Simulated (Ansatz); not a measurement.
Input and output of a self-consistent single point for RbBi₂ (R3m, 6 atoms in the cell) (Ansatz, a program for electronic structure).

Method: PBEsol, default PAW files made with PBE (plane waves; Ansatz).

The change in words: lattice scaled by 0.98. Reference geometry:
```
CELL_PARAMETERS angstrom
      0.00000     4.78699     4.78699
      4.78699     0.00000     4.78699
      4.78699     4.78699     0.00000
ATOMIC_POSITIONS crystal
  Rb 0.50301 0.50301 0.50301
  Rb 0.75000 0.75000 0.75000
  Bi 0.62500 0.12500 0.12500
  Bi 0.12500 0.12500 0.62500
  Bi 0.12500 0.62500 0.12500
  Bi 0.12500 0.12500 0.12500
```

Reference input (self-consistent single point, DFT, PBEsol, plane waves, default PAW files made with PBE): basis.ecutwfc = 30.9 Ry; kpoints.mp_grid.grid = 3 3 3; hamiltonian.xc = pbesol; hamiltonian.pseudopotentials = {kind: paw} (the program's default PAW files); scf.occupations.method = fermi_dirac; scf.occupations.width = 0.0073 Ry. This run's input differs from it in these lines:

Ansatz 0.2 input:
```diff
@@ -2,12 +2,12 @@
   lattice:
-    - [0.00000000, 4.78699100, 4.78699100]
-    - [4.78699100, 0.00000000, 4.78699100]
-    - [4.78699100, 4.78699100, 0.00000000]
+    - [0.00000000, 4.69125100, 4.69125100]
+    - [4.69125100, 0.00000000, 4.69125100]
+    - [4.69125100, 4.69125100, 0.00000000]
   atoms:
-    - { symbol: Rb, position_ang: [4.81585656, 4.81585656, 4.81585656] }
-    - { symbol: Rb, position_ang: [7.18048650, 7.18048650, 7.18048650] }
-    - { symbol: Bi, position_ang: [1.19674775, 3.59024325, 3.59024325] }
-    - { symbol: Bi, position_ang: [3.59024325, 3.59024325, 1.19674775] }
-    - { symbol: Bi, position_ang: [3.59024325, 1.19674775, 3.59024325] }
-    - { symbol: Bi, position_ang: [1.19674775, 1.19674775, 1.19674775] }
+    - { symbol: Rb, position_ang: [4.71953924, 4.71953924, 4.71953924] }
+    - { symbol: Rb, position_ang: [7.03687650, 7.03687650, 7.03687650] }
+    - { symbol: Bi, position_ang: [1.17281275, 3.51843825, 3.51843825] }
+    - { symbol: Bi, position_ang: [3.51843825, 3.51843825, 1.17281275] }
+    - { symbol: Bi, position_ang: [3.51843825, 1.17281275, 3.51843825] }
+    - { symbol: Bi, position_ang: [1.17281275, 1.17281275, 1.17281275] }
 basis:
```

Output (repeated stretches shortened):

```
SCF iter   1: F=—  HF=-55403.329150 eV  |F-HF|=—  |Δ(HF+E_count)|=         —  Δρ=1.84e-3  dr2=5.33e-3  ethr=1.77e-3  ⟨swp⟩=8.5  Hψ=1291  notcnv=0
all-band conjugate gradients solve this SCF's bands
preconditioner: auto → Kerker (q_TF=auto, 2.320 Å⁻¹)
SCF iter   2: F=—  HF=-55403.328087 eV  |F-HF|=—  |Δ(HF+E_count)|=   1.06e-3  Δρ=1.14e-3  dr2=2.32e-3  ethr=6.84e-6  ⟨swp⟩=2.5  Hψ=527  notcnv=0
SCF iter   3: F=—  HF=-55403.328112 eV  |F-HF|=—  |Δ(HF+E_count)|=   2.48e-5  Δρ=2.55e-4  dr2=1.41e-4  ethr=2.98e-6  ⟨swp⟩=2.0  Hψ=501  notcnv=0
SCF iter   4: F=—  HF=-55403.328107 eV  |F-HF|=—  |Δ(HF+E_count)|=   4.96e-6  Δρ=1.67e-4  dr2=7.81e-5  ethr=1.81e-7  ⟨swp⟩=2.0  Hψ=507  notcnv=0
SCF iter   5: F=—  HF=-55403.327940 eV  |F-HF|=—  |Δ(HF+E_count)|=   1.67e-4  Δρ=4.02e-5  dr2=1.15e-5  ethr=1.00e-7  ⟨swp⟩=3.0  Hψ=559  notcnv=0
SCF iter   6: F=—  HF=-55403.327937 eV  |F-HF|=—  |Δ(HF+E_count)|=   3.45e-6  Δρ=2.06e-5  dr2=1.41e-6  ethr=1.48e-8  ⟨swp⟩=2.0  Hψ=326  notcnv=0
SCF iter   7: F=-55403.327937 eV  HF=-55403.327937 eV  |F-HF|=4.24e-9  |Δ(HF+E_count)|=   3.80e-7  Δρ=3.77e-6  dr2=4.02e-8  ethr=1.28e-10  ⟨swp⟩=6.3  Hψ=1567  notcnv=0
SCF 1 converged in 7 iterations: F = -55403.327937 eV  dr2 = 4.02e-8
Free energy (F): -55403.327937 eV
Internal energy: -55403.077243 eV  (E = F + TS)
E sigma→0 (E₀):  -55403.202590 eV
Entropy (-TS):   -0.250694 eV (-41.782 meV/atom)
Fermi energy:    9.661487 eV
--- Forces (eV/Å), atoms counted from 1 ---
  atom   1  Rb    -0.04600857    -0.04600857    -0.04600857
  atom   2  Rb     0.00497673     0.00497673     0.00497673
  atom   3  Bi     0.01555538     0.01033070     0.01033070
  atom   4  Bi     0.01033070     0.01033070     0.01555538
  atom   5  Bi     0.01033070     0.01555538     0.01033070
  atom   6  Bi     0.00481080     0.00481080     0.00481080
--- Stress (GPa, compression-positive) ---
        1.991930      -0.042047      -0.042047
       -0.042047       1.991930      -0.042047
       -0.042047      -0.042047       1.991930
  P = ⅓ Tr σ = 1.9919 GPa (19.919 kbar)
  The stress holds the Pulay correction. Without it, at fixed plane waves, as pw.x and ABINIT print it: P = 1.9740 GPa
```

The run converged in 7 iterations. Against the reference run the free energy goes up by 12.1 meV/atom, the pressure goes from -0.08 to 1.99 GPa and the largest force goes from 0.066 to 0.080 eV/Å.

The starting cell comes from a database of computed structures (which also holds hypothetical and non-ambient phases and stackings), without a prior relaxation at this level. Its lattice was rescaled by up to half a per cent. One atom was moved a little off its site on purpose. For this run, on top of that: lattice scaled by 0.98. Ansatz's pressure includes its estimate of the finite-basis (Pulay) stress.
